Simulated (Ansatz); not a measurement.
Input and output of a self-consistent single point for Nb (Im-3m, 1 atom in the cell) (Ansatz, a quantum-chemistry and plane-wave program).

Computed with PBEsol, PAW files made with PBE (plane waves; Ansatz).

```xyz
1
Lattice="-1.6588 1.6588 1.6588 1.6588 -1.6588 1.6588 1.6588 1.6588 -1.6588" Properties=species:S:1:pos:R:3 pbc="T T T"
Nb     0.0000     0.0000     0.0000
```

Reference input (self-consistent single point, DFT, PBE, plane waves, PAW files): kpoints.mp_grid.grid = 9 9 9; hamiltonian.xc = pbe; hamiltonian.pseudopotentials = {kind: paw} (the program's default PAW files); scf.occupations.method = gaussian; scf.occupations.width = 0.1 eV. This run's input differs from it in these lines:

Ansatz 0.2 input:
```diff
@@ -12,3 +12,3 @@
 hamiltonian:
-  xc: pbe
+  xc: pbesol
   pseudopotentials:
```

Output, abridged:

```
SCF iter   1: F=—  HF=-4496.005209 eV  |F-HF|=—  |Δ(HF+E_count)|=         —  Δρ=7.98e-2  dr2=1.31e0  ethr=3.10e-3  ⟨swp⟩=5.0  Hψ=2074  notcnv=0
all-band conjugate gradients solve this SCF's bands
preconditioner: auto → none
SCF iter   2: F=—  HF=-4495.491108 eV  |F-HF|=—  |Δ(HF+E_count)|=   5.14e-1  Δρ=2.57e-2  dr2=5.40e-2  ethr=3.10e-3  ⟨swp⟩=2.4  Hψ=1005  notcnv=0  defer=10
SCF iter   3: F=—  HF=-4495.479764 eV  |F-HF|=—  |Δ(HF+E_count)|=   1.13e-2  Δρ=9.40e-3  dr2=5.98e-3  ethr=4.15e-4  ⟨swp⟩=1.2  Hψ=384  notcnv=0  defer=10
SCF iter   4: F=—  HF=-4495.478941 eV  |F-HF|=—  |Δ(HF+E_count)|=   8.23e-4  Δρ=4.00e-4  dr2=8.40e-6  ethr=4.60e-5  ⟨swp⟩=1.5  Hψ=466  notcnv=0  defer=10
SCF iter   5: F=—  HF=-4495.478958 eV  |F-HF|=—  |Δ(HF+E_count)|=   1.72e-5  Δρ=6.22e-5  dr2=1.57e-7  ethr=6.46e-8  ⟨swp⟩=1.9  Hψ=512  notcnv=0  defer=10
SCF iter   6: F=-4495.478958 eV  HF=-4495.478958 eV  |F-HF|=1.73e-9  |Δ(HF+E_count)|=   1.57e-8  Δρ=6.92e-6  dr2=3.33e-9  ethr=7.69e-10  ⟨swp⟩=5.9  Hψ=1665  notcnv=0
SCF 1 converged in 6 iterations: F = -4495.478958 eV  dr2 = 3.33e-9
Free energy (F): -4495.478958 eV
Internal energy: -4495.470666 eV  (E = F + TS)
E sigma→0 (E₀):  -4495.474812 eV
Entropy (-TS):   -0.008293 eV (-8.293 meV/atom)
Fermi energy:    17.372628 eV
--- Forces (eV/Å), atoms counted from 1 ---
  atom   1  Nb    -0.00000000    -0.00000000     0.00000000
--- Stress (GPa, compression-positive) ---
       -7.357673      -0.000000       0.000000
       -0.000000      -7.357673       0.000000
        0.000000       0.000000      -7.357673
  P = ⅓ Tr σ = -7.3577 GPa (-73.577 kbar)
  The stress holds the Pulay correction. Without it, at fixed plane waves, as pw.x and ABINIT print it: P = -7.3697 GPa
```

The run converged in 6 iterations. Against the reference run the pressure goes from -1.45 to -7.36 GPa.

The starting cell comes from a database of computed structures (which also holds hypothetical and non-ambient phases and stackings), without a prior relaxation at this level. Spin polarisation is off. With a pressure of about -7 GPa the cell is away from its equilibrium volume at this level. Ansatz's pressure includes its estimate of the finite-basis (Pulay) stress.
